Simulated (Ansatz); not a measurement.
The parent structure is Ca in the fcc (Cu type) structure (space group Fm-3m, No. 225; a = 5.456 Å; relaxed with 0.1 eV smearing). Axes: x, y, z lie along the cube axes.

The values are results of Ansatz (an electronic-structure program), PBEsol, PAW, cutoff 420 eV, spin-orbit coupling left out, not measurements.

Base values:

```
Property                        Result
-----------------------------  -------
Shortest interatomic distance  3.858 Å
Pressure                       0.0 GPa
```

The change: compressive biaxial strain of 2.50 % in the plane normal to [001], as in epitaxy on a mismatched substrate; the out-of-plane cell vector and the atoms relax.

Question: What happens to the out-of-plane strain, energy relative to the base, shortest interatomic distance and pressure?

Answer: The out-of-plane strain comes out as +3.11 %; the energy rises by 3.3 meV/atom; the shortest interatomic distance drops by 0.0964 Å to 3.761 Å; the pressure (mean of the normal stresses, compression positive) goes from zero to 0.4 GPa.

Stability against distortions was not tested.
